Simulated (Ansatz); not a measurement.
## WC: x(Ge) = 0.667, 6 atoms, P-62m

Consider WC (space group P-6m2, No. 187; a = 2.9219 Å, c = 2.8471 Å).

The other end (x = 1) is WGe (space group P-6m2, No. 187; a hypothetical phase, not in the database extracts checked): 16.12 Å³/atom, gap zero; this end may not be an ambient phase.

Perturbation: Ge replaces 66.7 % of the C, ordered in a cell of 6 atoms (starting symmetry P-62m) and fully relaxed.

Computed with DFT with PBE, PAW potentials and a 420 eV plane-wave cutoff in Ansatz (a quantum-chemistry and plane-wave program), spin-orbit coupling left out. k-mesh 10×10×15 (Γ-centred); smearing 0.05 eV (Fermi–Dirac), for the changed cell.

```csv
quantity,base,changed,shift
volume per atom,10.52 Å³,14.62 Å³,+4.10 Å³
density,15.45 g/cm³,13.41 g/cm³,-2.04 g/cm³
shortest interatomic distance,2.207 Å,2.246 Å,+0.039 Å
band gap,zero,zero,–
mixing energy (to 0.01 eV only: unlike meshes or grids) (against an end that may be hypothetical),–,+0.20 eV/atom,–
mean first-shell distances,–,"C–W 2.246 Å (end compound 2.207 Å), Ge–W 2.575 Å (end compound 2.588 Å)",–
```

Each cell is one ordered arrangement of few atoms, which overstates ordering effects compared with a random alloy. Whether these cells are dynamically stable was not tested. All final runs are without spin polarisation.
